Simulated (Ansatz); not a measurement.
Consider Cu$_{3}$N (space group Pm-3m, No. 221; a = 3.827 Å).

All numbers come from PBE (Ansatz, a first-principles code; PAW; 420 eV plane waves; no SOC).

Before the change:

| Quantity | Value |
|---|---|
| Hole mass | 0.14, 0.14, 2.1 mₑ (at R) |
| Shortest interatomic distance | 3.616 bohr |

The change: hydrostatic tension (pressure −2 GPa).

Problem. What happens to the hole mass?

Solution. The hole mass (degenerate bands, along [100]) changes from 0.14, 0.14, 2.1 mₑ (at R) to 0.15, 0.15, 2.1 mₑ (at R).

Problem. What does the calculation give for the shortest interatomic distance after the change?

Solution. The shortest interatomic distance increases by 0.022 bohr (3.616 bohr → 3.638 bohr).

The levels and masses belong to the bands next to the band gap. Load acts through the strain it causes; cell and atoms are relaxed under it. Masses are band curvatures over ±0.01 Å⁻¹ around the edge. No phonon test of stability was made. All final runs are without spin polarisation.
